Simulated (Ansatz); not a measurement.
Abridged Ansatz (a first-principles code) output:

```
Relaxation: its limit of steps is 50 (relax.max_steps)
Pseudopotential: Au, paw, valence charge 19
Crystal: 1 atoms, lattice volume = 17.272 Å³
Basis set: ecut = 420 eV, 331 PW (Γ), exchange–correlation on 40×40×40 points (8 copies of the dense FFT grid, shifted against one another)
Bands: 14, of which v1, the nominal top of the filled ones, is band 10 counted from 1 (9 counted from 0)
Symmetry: 16 space group operations
k-points: 1639 of 21952
Functional: x = pbesol(κ = 0.804, μ = 0.12345679012345678), c = pbesol(β = 0.046)
SCF iter   1: F=—  HF=-13007.103959 eV  |F-HF|=—  |Δ(HF+E_count)|=         —  Δρ=6.37e-3  dr2=6.55e-3  ethr=1.77e-3  ⟨swp⟩=4.7  Hψ=116035  notcnv=0
SCF iter   2: F=—  HF=-13007.102451 eV  |F-HF|=—  |Δ(HF+E_count)|=   1.51e-3  Δρ=2.76e-3  dr2=1.15e-3  ethr=3.45e-5  ⟨swp⟩=1.0  Hψ=36076  notcnv=0
SCF 1 converged in 6 iterations: F = -13007.102132 eV  dr2 = 5.37e-11
relax step   1: F+E_penalty+E_count = -13007.10213168 eV  Δ(F+E_penalty+E_count) = +0.000e0 eV  max|allowed force component| = 0.000e0 eV/Å  Δτ_max = 0.0000 Å  (6 SCF iters, accepted)
SCF converged after 6 iterations
Free energy (F): -13007.102132 eV
Internal energy: -13007.093204 eV  (E = F + TS)
E sigma→0 (E₀):  -13007.097668 eV
Entropy (-TS):   -0.008928 eV (-8.928 meV/atom)
Fermi energy:    20.095024 eV
--- Forces (eV/Å), atoms counted from 1 ---
  atom   1  Au     0.00000000     0.00000000     0.00000000
--- Stress (GPa, compression-positive) ---
       -2.329826       0.000000       0.000000
        0.000000      -2.329826       0.000000
        0.000000       0.000000      -2.794436
  P = ⅓ Tr σ = -2.4847 GPa (-24.847 kbar)
--- Relaxed structure (1 steps of the walk, 1 accepted, 0 SCFs on fresh bases) ---
  atoms:
    - { symbol: Au, position: [0.0, 0.0, 0.0] }
```

Task: What was computed, and what are the main results?

Result: Au, 1 atom in the cell, with PBEsol/PAW in Ansatz, no SOC. The last SCF converged to F = -13007.102132 eV, or -13007.1021 eV per atom, at a pressure of -2.48 GPa. The total energy compares only with runs of the same code, potentials and settings.

The cells carry an imposed strain or load. No phonon test of stability was made. The cell was made from Au in the fcc (Cu type) structure (space group Fm-3m, No. 225) by this change: uniaxial strain ε_zz = +1.50 %.

Keys are those of Ansatz 0.2.
